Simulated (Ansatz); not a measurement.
monolayer As under uniaxial strain xx, other axes clamped: band gap by PBE, rigid bands (plane waves, PAW, scalar-relativistic; Ansatz, an electronic-structure program). The unloaded cell, whose axes the loads refer to:

```yaml
crystal:
  lattice:
    - [3.60509, 0.00000, 0.00000]
    - [-1.80254, 3.12210, 0.00000]
    - [0.00000, 0.00000, 17.27314]
  atoms:
    - { symbol: As, position: [0.66667, 0.33333, 0.54026] }
    - { symbol: As, position: [0.33333, 0.66667, 0.45974] }
```

| uniaxial strain xx, other axes clamped (%) | band gap (eV) |
|---|---|
| -2 | ? |
| 0 | 1.62 |
| 2 | 1.53 |
| 4 | 1.45 |

Problem. Fit a straight line to band gap against the load over the rows given, and predict the row at -2 %.

Solution. The means are x̄ = 2.000 % and ȳ = 1.5333; Σ(x − x̄)(y − ȳ) = -0.3400 and Σ(x − x̄)² = 8.000, so the slope is -42.5 meV per % of strain, and the rows given lie within 3.3 meV of the line. At -2 % the line gives 1.70 eV; the calculation gives 1.38 eV, 23 % from it, so the trend bends or changes character over this range.

Spin-orbit coupling is left out. Gaps are resolved to about 0.01 eV. The structure type is held at every load. Geometry: cell and atoms relaxed with PBE.
